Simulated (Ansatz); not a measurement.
A user runs Ansatz (a program for electronic structure) on a (101) slab of Ti2B (cut from a parent of space group no. 194; 18 atoms in the cell) and asks whether the run is sound. The aim is a self-consistent single point with DFT, PBE, plane waves, default PAW files.

Cell that was meant: a = 4.1907 Å, b = 6.6278 Å, c = 18.6441 Å, α = 90.00°, β = 90.00°, γ = 108.43°.

Part of the input:

Ansatz 0.2 input:
```yaml
    - { symbol: B, position: [0.778261, 0.098189, 0.572857] }
    - { symbol: B, position: [0.500499, 0.542665, 0.599353] }
    - { symbol: B, position: [0.111691, 0.765048, 0.731819] }
basis:
  ecutwfc: 30
kpoints:
  mp_grid: { grid: [3, 3, 1] }
hamiltonian:
```

The program printed (abridged):

```
   [... lines left out ...]
Symmetry: 2 space group operations
Space group: Cm (ITA 8), of the structure as read, at distance tolerance 7.9e-5 Å
k-points: 4 of 9 (time reversal used)
Initial density: superposition of atomic densities (neutral atoms: chi_scale 0, normalization atom), corrected by the library's trained network
Initial wavefunctions: pseudopotential atomic-orbital guess
Eigensolver: davidson
Functional: x = pbe(κ = 0.804, μ = 0.2195149727645171), c = pbe(β = 0.06672455060314922)
SCF iter   1: F=—  HF=-28208.781911 eV  |F-HF|=—  |Δ(HF+E_count)|=         —  Δρ=7.98e-1  dr2=5.67e3  ethr=1.77e-3  ⟨swp⟩=1.0  Hψ=726  notcnv=0
all-band conjugate gradients solve this SCF's bands
preconditioner: auto → LDOS
SCF iter   2: F=—  HF=-25223.705467 eV  |F-HF|=—  |Δ(HF+E_count)|=    2.99e3  S|Δr|=    0.00e0  Δρ=8.54e-2  dr2=1.19e2  ethr=1.77e-3  ⟨swp⟩=6.8  Hψ=1564  notcnv=0  defer=42
   [... lines left out ...]
SCF iter  15: F=—  HF=-25156.577351 eV  |F-HF|=—  |Δ(HF+E_count)|=   1.34e-7  S|Δr|=    0.00e0  Δρ=3.10e-6  dr2=7.06e-7  ethr=2.11e-9  ⟨swp⟩=3.2  Hψ=643  notcnv=0  defer=48
SCF iter  16: F=—  HF=-25156.577351 eV  |F-HF|=—  |Δ(HF+E_count)|=   5.39e-8  S|Δr|=    0.00e0  Δρ=2.16e-6  dr2=1.35e-7  ethr=4.36e-10  ⟨swp⟩=2.5  Hψ=544  notcnv=0  defer=48
SCF iter  17: F=-25156.577351 eV  HF=-25156.577351 eV  |F-HF|=6.44e-9  |Δ(HF+E_count)|=   1.37e-8  S|Δr|=    0.00e0  Δρ=5.49e-7  dr2=8.03e-9  ethr=6.17e-11  ⟨swp⟩=26.2  Hψ=2874  notcnv=0
SCF 1 converged in 17 iterations: F = -25156.577351 eV  dr2 = 8.03e-9
Stability not checked (fill_not_monotonic)
Free energy (F): -25156.577351 eV
Internal energy: -25156.560190 eV  (E = F + TS)
E sigma→0 (E₀):  -25156.571631 eV
Entropy (-TS):   -0.017161 eV (-0.953 meV/atom)
Fermi energy:    11.010333 eV
--- Forces (eV/Å), atoms counted from 1 ---
  atom   1  Ti     0.00000021    -5.32359182   -16.16609949
  atom   2  Ti     0.00000113   -28.39777584   -46.13722144
  atom   3  Ti    -0.00000031     7.74844886     7.98847010
   [... lines left out ...]
--- Stress (GPa, compression-positive) ---
     -986.834609      -0.000001      -0.000002
       -0.000001    -959.884052      37.877001
       -0.000002      37.877001   -1033.797914
  P = ⅓ Tr σ = -993.5055 GPa (-9935.055 kbar)
  The stress holds no Pulay correction (an occupied level lies too near the plane-wave cutoff): it is that at fixed plane waves, as pw.x and ABINIT print it
```

Q: Is anything amiss in this input, and did it matter?

A: The run is not sound. The fault is this: a cutoff meant in Ry typed as a bare number, read as eV. A bare number is read in the key's own unit, and eV, Ry (13.6 eV) and Ha (27.2 eV) lie far apart, so the setting ends up far from the one that was meant. To fix it, convert the value to the unit that the key expects. The run converged in 17 iterations without an error; against the sound input the free energy rises by 321 eV/atom and the largest force goes from 2.706 to 64.21 eV/Å.

The sound input it was made from differs as follows (other fixes are possible):
```diff
-basis:
-  ecutwfc: 30
```

With that input, the run converged in 11 iterations: free energy E − TS (on the zero of these files) -30926.0620 eV; Fermi level (on the code's own zero) 4.26 eV; pressure averaged over the cell with its vacuum -5.52 GPa; largest force (vector length) 2.706 eV/Å (DFT, PBE, plane waves, default PAW files).

On the sound input: the starting cell was generated: these elements placed on a structure prototype, without a prior relaxation; it need not be a known phase or ordering of this composition. The slab is cut from that crystal, and its faces are unrelaxed. Spin polarisation is off. The two faces of this cut differ, and no dipole correction was used. Forces in this geometry exceed 1 eV/Å. Without a gap this mesh is coarse (it stands for a supercell whose shortest in-plane vector is 13 Å).
